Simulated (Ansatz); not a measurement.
# Element substitutions in hypothetical rock salt WGe

Take WGe in the rock salt structure (space group Fm-3m, No. 225; a hypothetical phase, not in the database extracts checked) as the base.

```xyz
2
Lattice="0.0000 2.5490 2.5490 2.5490 0.0000 2.5490 2.5490 2.5490 0.0000" Properties=species:S:1:pos:R:3 pbc="T T T"
Ge     0.0000     0.0000     0.0000
W      2.5490     2.5490     2.5490
```

Each row replaces one element on all its sites; cell and atoms are relaxed.

Levels (all Ansatz, an electronic-structure program, PAW, earlier PAW set): PBEsol (420 eV, no spin-orbit coupling); r2SCAN (500 eV, no SOC); PBEsol+SOC (420 eV, with spin-orbit coupling).

Pressures by level, all at the geometries relaxed with PBEsol:

```
case      PBEsol   r2SCAN  PBEsol+SOC
-------  -------  -------  ----------
base     0.0 GPa  2.7 GPa     0.3 GPa
Ge → Ru  0.0 GPa  3.7 GPa     0.2 GPa
Ge → C   0.0 GPa  5.4 GPa    -0.1 GPa
W → Cr   0.0 GPa  7.5 GPa           –
```

Other magnetic orders, which the real material may have, were not ruled out. Single points use the geometry relaxed with PBEsol. Their cutoffs differ, which shifts pressures a little. The spin-orbit shifts are approximate. Whether these cells are dynamically stable was not tested. As relaxed here, RuW and CrGe are hypothetical phases, not in the database extracts checked. For WC in this form, whether it has been made was not checked. Spin-polarised in the final run: PBEsol CrGe and r2SCAN CrGe; the other scalar runs are not. WGe has a high density of states at the Fermi level and may be magnetic at this level.
